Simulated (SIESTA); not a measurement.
# Worked example: self-consistent single point of TiAsPd (P-62m, 9 atoms in the cell) in SIESTA

Method of the run: GGA PBEsol, numerical atomic orbitals DZP, PseudoDojo PBEsol standard norm-conserving potentials (rewritten from UPF to PSML) (SIESTA).

Input as run:

```
# files in the folder: Ti.psml As.psml Pd.psml (PseudoDojo PBEsol standard)
SystemName  TiAsPd
SystemLabel siesta

NumberOfAtoms                9
NumberOfSpecies              3
%block ChemicalSpeciesLabel
  1 22 Ti
  2 33 As
  3 46 Pd
%endblock ChemicalSpeciesLabel
LatticeConstant              1.0 Ang
%block LatticeVectors
     6.594390000    0.000000000    0.000000000
    -3.297195000    5.710909000    0.000000000
     0.000000000    0.000000000    3.825170000
%endblock LatticeVectors
AtomicCoordinatesFormat      Ang
%block AtomicCoordinatesAndAtomicSpecies
     3.917661155    0.000000000    0.000000000  1
     1.338364422    2.318115072    0.000000000  1
    -1.958830578    3.392793928    0.000000000  1
    -0.000003297    3.807274570    1.912585000  2
     3.297198297    1.903634430    1.912585000  2
     0.000000000    0.000000000    0.000000000  2
     1.728851226    0.000000000    1.912585000  3
     2.432769387    4.213679987    1.912585000  3
    -0.864425613    1.497229013    1.912585000  3
%endblock AtomicCoordinatesAndAtomicSpecies

XC.functional                GGA
XC.authors                   PBEsol
PAO.BasisSize                DZP
PAO.EnergyShift              0.005 Ry
MeshCutoff                   400 Ry
%block kgrid.MonkhorstPack
    4   0   0  0.0
    0   4   0  0.0
    0   0   6  0.0
%endblock kgrid.MonkhorstPack
OccupationFunction           MP
OccupationMPOrder            1
ElectronicTemperature        0.2 eV
Spin                         polarized
%block DM.InitSpin
  1 +1.00
  2 +1.00
  3 +1.00
  4 +0.00
  5 +0.00
  6 +0.00
  7 +0.00
  8 +0.00
  9 +0.00
%endblock DM.InitSpin

MaxSCFIterations             150
SCF.Mixer.Method             Pulay
SCF.Mixer.Weight             0.1
SCF.Mixer.History            8
SCF.DM.Tolerance             1.0E-05
Diag.ParallelOverK           true
WriteForces                  true
Charge.Mulliken              end
```

The program printed (abridged):

```
reinit: Reading from file input.fdf

reinit: System Name: TiAsPd
reinit: System Label: siesta

NOTE on units for spin output:
{S} is the spin magnetic moment, in units of the Bohr magneton,
assuming a g-factor for the electron spin of exactly 2.
The spin magnetic moment is then numerically equal to the charge inbalance,
in units of electrons, between the spin-up and -down channels.

coor:   Atomic-coordinates input format  =     Cartesian coordinates
coor:                                          (in Angstroms)

siesta: Atomic coordinates (Bohr) and species
siesta:      7.40331   0.00000   0.00000  1        1
siesta:      2.52914   4.38060   0.00000  1        2
siesta:     -3.70165   6.41145   0.00000  1        3
siesta:     -0.00001   7.19471   3.61426  2        4
siesta:      6.23080   3.59735   3.61426  2        5
siesta:      0.00000   0.00000   0.00000  2        6
siesta:      3.26706   0.00000   3.61426  3        7
siesta:      4.59727   7.96270   3.61426  3        8
siesta:     -1.63353   2.82935   3.61426  3        9

siesta: System type = bulk

initatomlists: Number of atoms, orbitals, and projectors:      9   168   162

siesta: ******************** Simulation parameters ****************************
redata: Spin configuration                          = collinear
redata: Time-Reversal Symmetry                      = T
redata: Number of Atomic Species                    =        3
redata: Mesh Cutoff                                 =   400.0000 Ry
redata: Net charge of the system                    =     0.0000 |e|
redata: Min. number of SCF Iter                     =        0
redata: Max. number of SCF Iter                     =      150
redata: SCF convergence failure will abort job
redata: SCF mix quantity                            = Hamiltonian
redata: Mix DM or H after convergence               =   F
redata: Recompute H after scf cycle                 =   F
   [... lines left out ...]
diag: Used triangular part                          = Lower
diag: Absolute tolerance                            =  0.100E-15
diag: Orthogonalization factor                      =  0.100E-05
diag: Memory factor                                 =  1.0000

superc: Internal auxiliary supercell:     5 x     5 x     5  =     125
superc: Number of atoms, orbitals, and projectors:   1125  21000  20250

                        Single-point calculation

superc: Internal auxiliary supercell:     5 x     5 x     5  =     125
superc: Number of atoms, orbitals, and projectors:   1125  21000  20250

outcell: Unit cell vectors (Ang):
        6.594390    0.000000    0.000000
       -3.297195    5.710909    0.000000
        0.000000    0.000000    3.825170

outcell: Cell vector modules (Ang)   :    6.594390    6.594390    3.825170
outcell: Cell angles (23,13,12) (deg):     90.0000     90.0000    120.0000
outcell: Cell volume (Ang**3)        :    144.0558
new_DM -- step:     1
Initializing Density Matrix...

Attempting to read DM from file... Failed...
DM filled with atomic data (user-defined):

InitMesh: MESH = 72 x 72 x 48 = 248832
InitMesh: Mesh cutoff (required, used) =   400.000   435.194 Ry

stepf: Methfessel-Paxton step function
       Using Hermite-Gauss polynomials of order  1
        iscf     Eharris(eV)        E_KS(eV)     FreeEng(eV)     dDmax    Ef(eV) dHmax(eV)
   scf:    1   -24419.076677   -24490.701240   -24490.688857  0.490321 -4.262036  9.335479
     spin moment: {S} , |S| = {        0.0        0.0    1.76090 }     1.76090
   scf:    2   -24501.903124   -24497.603905   -24497.589530  0.091780 -4.598650  4.481819
     spin moment: {S} , |S| = {        0.0        0.0    1.87016 }     1.87016
   scf:    3   -24498.885085   -24498.951867   -24498.942124  0.046118 -4.873674  2.605305
     spin moment: {S} , |S| = {        0.0        0.0    1.96441 }     1.96441
   scf:    4   -24496.954847   -24498.492945   -24498.479322  0.057354 -4.893092  2.512476
     spin moment: {S} , |S| = {        0.0        0.0    1.87165 }     1.87165
   scf:    5   -24473.406359   -24491.726427   -24491.721144  0.111776 -5.444463  7.076787
     spin moment: {S} , |S| = {        0.0        0.0    2.00823 }     2.00823
   scf:    6   -24499.166997   -24499.248377   -24499.235074  0.086697 -5.045998  0.518424
   [... lines left out ...]
   scf:   24   -24499.288531   -24499.288544   -24499.277141  0.000021 -5.060872  0.000322
     spin moment: {S} , |S| = {        0.0        0.0    1.33368 }     1.33368
   scf:   25   -24499.288480   -24499.288512   -24499.277141  0.000055 -5.060842  0.000197
     spin moment: {S} , |S| = {        0.0        0.0    1.33272 }     1.33272
   scf:   26   -24499.288498   -24499.288505   -24499.277141  0.000013 -5.060839  0.000168
     spin moment: {S} , |S| = {        0.0        0.0    1.33251 }     1.33251
   scf:   27   -24499.288453   -24499.288479   -24499.277141  0.000053 -5.060829  0.000067
     spin moment: {S} , |S| = {        0.0        0.0    1.33167 }     1.33167
   scf:   28   -24499.288468   -24499.288473   -24499.277141  0.000012 -5.060825  0.000053
     spin moment: {S} , |S| = {        0.0        0.0    1.33145 }     1.33145
   scf:   29   -24499.288465   -24499.288469   -24499.277141  0.000009 -5.060822  0.000053
     spin moment: {S} , |S| = {        0.0        0.0    1.33132 }     1.33132
SCF Convergence by DM+H criterion
max |DM_out - DM_in|         :     0.0000090557
max |H_out - H_in|      (eV) :     0.0000529002
SCF cycle converged after 29 iterations

Using DM_out to compute the final energy and forces

siesta: E_KS(eV) =           -24499.2885

siesta: E_KS - E_eggbox =    -24499.2885

siesta: Atomic forces (eV/Ang):
     1    0.030765    0.000092   -0.000000
     2   -0.015292   -0.026486   -0.000000
     3   -0.015302    0.026689   -0.000000
     4    0.000085    0.000112    0.000000
     5    0.000056    0.000133    0.000000
     6   -0.000081   -0.000142   -0.000000
     7   -0.196486   -0.000141    0.000000
     8    0.098136    0.169976   -0.000000
     9    0.098121   -0.170231   -0.000000
   Tot    0.000001    0.000002   -0.000000
   Max    0.196486
   Res    0.066267    sqrt( Sum f_i^2 / 3N )
   Max    0.196486    constrained

Stress tensor Voigt[x,y,z,yz,xz,xy] (kbar):       31.21       31.58       48.02        0.00       -0.00        0.32
(Free)E + p*V (eV/cell)   -24502.5981
Target enthalpy (eV/cell)   -24499.2771

siesta: Program's energy decomposition (eV):
siesta: Ebs     =     -4422.200643
siesta: Eions   =     31027.180825
siesta: Ena     =      3070.003067
siesta: Ekin    =     11844.648812
siesta: Enl     =     -4142.538969
siesta: Eso     =         0.000000
siesta: Edftu   =         0.000000
siesta: DEna    =        57.126632
siesta: DUscf   =         1.171378
siesta: DUext   =         0.000000
siesta: Ex      =     -4034.324656
siesta: Ec      =      -268.193909
siesta: Exc     =     -4302.518565
siesta: Eharris =    -24499.288465
siesta: Etot    =    -24499.288469
siesta: FreeEng =    -24499.277141

siesta: Atomic forces (eV/Ang):
siesta:      1    0.030765    0.000092   -0.000000
siesta:      2   -0.015292   -0.026486   -0.000000
siesta:      3   -0.015302    0.026689   -0.000000
siesta:      4    0.000085    0.000112    0.000000
siesta:      5    0.000056    0.000133    0.000000
siesta:      6   -0.000081   -0.000142   -0.000000
siesta:      7   -0.196486   -0.000141    0.000000
siesta:      8    0.098136    0.169976   -0.000000
   [... lines left out ...]
siesta: Cell volume =        144.055754 Ang**3
siesta:         -36.93508798        -38.55008212  kBar
   [... lines left out ...]

              0.065   0.049

Species: Pd
Atom  Qatom  Qorb
               4s      5s      5s      4py     4pz     4px     5py     5pz
               5px     4dxy    4dyz    4dz2    4dxz    4dx2-y2 4dxy    4dyz
               4dz2    4dxz    4dx2-y2
   7  9.100   0.962  -0.017   0.141   0.977   0.979   0.974   0.209   0.195
              0.154   0.883   0.849   0.858   0.872   0.853   0.023   0.054

              0.072   0.014   0.049
   8  9.100   0.962  -0.017   0.141   0.975   0.979   0.976   0.168   0.195
              0.195   0.861   0.866   0.858   0.854   0.876   0.042   0.024

              0.072   0.044   0.029
   9  9.100   0.962  -0.017   0.141   0.975   0.979   0.976   0.168   0.195
              0.195   0.861   0.866   0.858   0.854   0.876   0.042   0.024

              0.072   0.044   0.029

mulliken: Qtot =       66.834

Mulliken Atomic Populations:
Atom #   charge [q] valence [e]      Sz [e]  Species
     1     0.652703   11.347297    0.460645  Ti
     2     0.652778   11.347222    0.460680  Ti
     3     0.652706   11.347294    0.460644  Ti
     4    -0.547186   15.547186   -0.025702  As
     5    -0.547186   15.547186   -0.025702  As
     6    -0.242863   15.242863   -0.020365  As
     7    -0.206960   18.206960    0.007040  Pd
     8    -0.207032   18.207032    0.007039  Pd
     9    -0.206959   18.206959    0.007040  Pd
 Total    -0.000000                1.331320
```

The run converged in 29 iterations.

The starting cell comes from a database of computed structures (which also holds hypothetical and non-ambient phases and stackings), without a prior relaxation at this level. The magnetic order is the one reached from the typed start; others were not searched systematically. Values carry the incompleteness of an atom-centred basis. With a pressure of about -4 GPa the cell is away from its equilibrium volume at this level.

Cost on one core of a shared machine: roughly 9 min.
